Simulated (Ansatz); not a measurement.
Reference: C (Fd-3m), r2SCAN, rigid bands (plane waves, PAW, scalar-relativistic; Ansatz, a first-principles code); axes and stresses refer to this cell.

```
C
1.0
    0.00000     1.77690     1.77690
    1.77690     0.00000     1.77690
    1.77690     1.77690     0.00000
C
2
Direct
  0.00000   0.00000   0.00000
  0.25000   0.25000   0.25000
```

Seebeck coefficient, p-type 1e19 cm⁻³: 327 μV/K
electron conductivity mass: 0.39 mₑ
hole conductivity mass: 0.46 mₑ

Task: After one change the values are Seebeck coefficient, p-type 1e19 cm⁻³ 191 μV/K; electron conductivity mass 0.40 mₑ; hole conductivity mass 0.38 mₑ. Which change was made?
(A) uniaxial stress along [001] of -77 GPa (compression positive)
(B) biaxial stress in (110) of -22 GPa (compression positive)
(C) uniaxial stress along [110] of -33 GPa (compression positive)
(D) biaxial stress in (001) of 33 GPa (compression positive)

Result: C, uniaxial stress along [110] of -33 GPa (compression positive)

Masses are for dilute carriers at 300 K, harmonic means over directions unless an axis is named. Seebeck coefficients are for the stated density at 300 K, with one relaxation time for all states and whether or not that doping can be reached. Spin-orbit coupling is left out unless a row names it. Stresses and pressures are the targets of the relaxation.  The structure type is held under load, also where the real crystal would transform.
